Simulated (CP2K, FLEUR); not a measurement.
A CP2K input for a self-consistent single point of LaH3 (I4/mmm, 4 atoms in the cell) (DFT PBEsol, GPW, DZVP-MOLOPT-SR-GTH basis, GTH-PBE potentials (GTH_POTENTIALS)):

```
&GLOBAL
  PROJECT scf
  RUN_TYPE ENERGY_FORCE
  PRINT_LEVEL LOW
&END GLOBAL
&FORCE_EVAL
  METHOD Quickstep
  STRESS_TENSOR ANALYTICAL
  &DFT
    BASIS_SET_FILE_NAME BASIS_MOLOPT
    BASIS_SET_FILE_NAME BASIS_MOLOPT_UCL
    POTENTIAL_FILE_NAME GTH_POTENTIALS
    &QS
      METHOD GPW
      EPS_DEFAULT 1E-10
    &END QS
    &MGRID
      CUTOFF 500
      REL_CUTOFF 50
      NGRIDS 5
    &END MGRID
    &SCF
      SCF_GUESS ATOMIC
      EPS_SCF 1E-6
      MAX_SCF 100
      ADDED_MOS 4
      &DIAGONALIZATION
        ALGORITHM STANDARD
      &END DIAGONALIZATION
      &MIXING
        METHOD BROYDEN_MIXING
        ALPHA 0.3
        NBUFFER 8
        BETA 1.5
      &END MIXING
      &SMEAR ON
        METHOD FERMI_DIRAC
        ELECTRONIC_TEMPERATURE [K] 580.23
      &END SMEAR
    &END SCF
    &KPOINTS
      SCHEME MONKHORST-PACK 6 6 6
      GAMMA_CENTERED T
    &END KPOINTS
    &XC
      &XC_FUNCTIONAL
        &PBE
          PARAMETRIZATION PBESOL
        &END PBE
      &END XC_FUNCTIONAL
    &END XC
    &PRINT
      &MO
        EIGENVALUES T
        OCCUPATION_NUMBERS T
        NDIGITS 8
        FILENAME mo
        &EACH
          QS_SCF 0
        &END EACH
        ADD_LAST NUMERIC
      &END MO
      &MULLIKEN OFF
      &END MULLIKEN
    &END PRINT
  &END DFT
  &SUBSYS
    &CELL
      A 4.00576500 0.00000000 0.00000000
      B 0.56021700 3.96639800 0.00000000
      C -2.28299100 -1.98319900 2.62698100
      PERIODIC XYZ
    &END CELL
    &COORD
      La       0.00000000     0.00000000     0.00000000
      H        2.00288250     0.00000000     1.31349050
      H        0.28010850     1.98319900     1.31349050
      H        2.28299100     1.98319900     0.00000000
    &END COORD
    &KIND La
      BASIS_SET DZVP-MOLOPT-SR-GTH
      POTENTIAL GTH-PBE-q11
    &END KIND
    &KIND H
      BASIS_SET DZVP-MOLOPT-SR-GTH
      POTENTIAL GTH-PBE-q1
    &END KIND
  &END SUBSYS
  &PRINT
    &FORCES ON
    &END FORCES
    &STRESS_TENSOR ON
    &END STRESS_TENSOR
  &END PRINT
&END FORCE_EVAL
```

Task: Write the same calculation as an input for FLEUR.

Result: One input that does it (others would too):

Input of the input generator:

```
LaH3 crystal
&input film=f /
-3.5102721012 3.5102721012 5.7147037659
3.5102721012 -3.5102721012 5.7147037659
3.5102721012 3.5102721012 -5.7147037659
1.0
1.0 1.0 1.0

4
57 0.0000000000 0.0000000000 0.0000000000
1 0.7500000000 0.2500000000 0.5000000000
1 0.2500000000 0.7500000000 0.5000000000
1 0.5000000000 0.5000000000 0.0000000000

&comp jspins=1 /
&exco xctyp='PBEs' /
&kpt div1=6 div2=6 div3=6 gamma=t /
&end /
```

```xml
<?xml version="1.0" encoding="UTF-8" standalone="no"?>
<fleurInput fleurInputVersion="0.39">
   <comment>
      LaH3 crystal                                                                                        
   </comment>
   <calculationSetup>
      <cutoffs Kmax="4.6" Gmax="13.8" GmaxXC="13.8" numbands="0"/>
      <scfLoop itmax="100" minDistance="0.00001" maxIterBroyd="15" imix="Anderson" alpha="0.05" precondParam="0.0" spinf="2.0"/>
      <coreElectrons ctail="T" frcor="F" kcrel="0" coretail_lmax="0"/>
      <xcFunctional name="PBEs" relativisticCorrections="F"/>
      <magnetism jspins="1"/>
      <soc l_soc="F" theta="0.0" phi="0.0" spav="F"/>
      <expertModes spex="0" secvar="F"/>
      <geometryOptimization l_f="T" forcealpha="1.0" forcemix="BFGS" epsdisp="0.00001" epsforce="0.00001"/>
      <ldaU l_linMix="F" mixParam="0.05" spinf="1.0"/>
   </calculationSetup>
   <cell>
      <bzIntegration valenceElectrons="14.0" mode="hist" fermiSmearingEnergy="0.00183747">
         <kPointListSelection listName="default-1"/>
         <!-- k-points included here -->
         <xi:include xmlns:xi="http://www.w3.org/2001/XInclude" href="kpts.xml"> </xi:include>
      </bzIntegration>
      <!-- symmetry operations included here -->
      <xi:include xmlns:xi="http://www.w3.org/2001/XInclude" href="sym.xml"> </xi:include>
      <bulkLattice scale="1.0">
         <bravaisMatrix>
            <row-1>   -3.5102721012000000     3.5102721012000000     5.7147037659000004</row-1>
            <row-2>    3.5102721012000000    -3.5102721012000000     5.7147037659000004</row-2>
            <row-3>    3.5102721012000000     3.5102721012000000    -5.7147037659000004</row-3>
         </bravaisMatrix>
      </bulkLattice>
   </cell>
   <atomSpecies>
      <species name="Lanthanum (La)" element="La" atomicNumber="57">
         <mtSphere radius="2.68" gridPoints="925" logIncrement="0.014"/>
         <atomicCutoffs lmax="10" lnonsphr="8"/>
         <electronConfig flipSpins="F">
            <coreConfig>(1s1/2) (2s1/2) (2p1/2) (2p3/2) (3s1/2) (3p1/2) (3p3/2) (4s1/2) (3d3/2) (3d5/2) (4p1/2) (4p3/2) (4d3/2) (4d5/2)</coreConfig>
            <valenceConfig>(5s1/2) (5p1/2) (5p3/2) (6s1/2) (5d3/2) (5d5/2)</valenceConfig>
            <stateOccupation state="(5d3/2)" spinUp="0.2" spinDown="0.2"/>
            <stateOccupation state="(5d5/2)" spinUp="0.3" spinDown="0.3"/>
         </electronConfig>
         <energyParameters s="6" p="6" d="5" f="4"/>
         <lo type="SCLO" l="0" n="5" eDeriv="0"/>
         <lo type="SCLO" l="1" n="5" eDeriv="0"/>
      </species>
      <species name="Hydrogen (H)" element="H" atomicNumber="1">
         <mtSphere radius="1.30" gridPoints="451" logIncrement="0.019"/>
         <atomicCutoffs lmax="6" lnonsphr="4"/>
         <electronConfig flipSpins="F">
            <coreConfig></coreConfig>
            <valenceConfig>(1s1/2)</valenceConfig>
            <stateOccupation state="(1s1/2)" spinUp="0.5" spinDown="0.5"/>
         </electronConfig>
         <energyParameters s="1" p="2" d="3" f="4"/>
      </species>
   </atomSpecies>
   <atomGroups>
      <atomGroup species="Lanthanum (La)">
         <relPos label="                   1">.0000000000 .0000000000 .0000000000</relPos>
         <force calculate="T" relaxXYZ="TTT"/>
      </atomGroup>
      <atomGroup species="Hydrogen (H)">
         <relPos label="                   2">-1.000/4.000 1.000/4.000 1.000/2.000</relPos>
         <relPos label="                   3">1.000/4.000 -1.000/4.000 1.000/2.000</relPos>
         <force calculate="T" relaxXYZ="TTT"/>
      </atomGroup>
      <atomGroup species="Hydrogen (H)">
         <relPos label="                   4">1.000/2.000 1.000/2.000 .0000000000</relPos>
         <force calculate="T" relaxXYZ="TTT"/>
      </atomGroup>
   </atomGroups>
   <output dos="F" band="F" slice="F">
      <checks vchk="F" cdinf="F"/>
      <bandDOS minEnergy="-.5*Htr" maxEnergy="0.5*Htr" sigma="0.015" storeEVData="T"/>
      <vacuumDOS vacdos="F" integ="F" star="F" nstars="0" locx1="0.0" locy1="0.0" locx2="0.0" locy2="0.0" nstm="0" tworkf="0.0"/>
      <unfoldingBand unfoldBand="F" supercellX="1" supercellY="1" supercellZ="1"/>
      <plotting iplot="0" polar="F">
         <plot TwoD="T" vec1="  1.0  0.0  0.0" vec2="  0.0  1.0  0.0" vec3="  0.0  0.0  1.0" zero="  0.0  0.0  0.0" file="plot"/>
      </plotting>
      <chargeDensitySlicing numkpt="0" minEigenval="0.0" maxEigenval="0.0" nnne="0" pallst="F"/>
      <specialOutput eonly="F"/>
      <magneticCircularDichroism mcd="F" energyLo="-10.0" energyUp="0.0"/>
   </output>
  <!-- We include the file relax.xml here to enable relaxations (see documentation) -->
  <xi:include xmlns:xi="http://www.w3.org/2001/XInclude" href="relax.xml"> <xi:fallback/> </xi:include>
</fleurInput>
```

Basis settings and potentials, where a program has them, do not carry over. This input uses DFT, PBEsol, all-electron FLAPW (FLEUR), scalar-relativistic valence.

The starting cell comes from a database of computed structures (which also holds hypothetical and non-ambient phases and stackings), without a prior relaxation at this level. Its lattice was rescaled by a random factor within 2.5 % of one. For this run, on top of that: lattice scaled by 0.98.
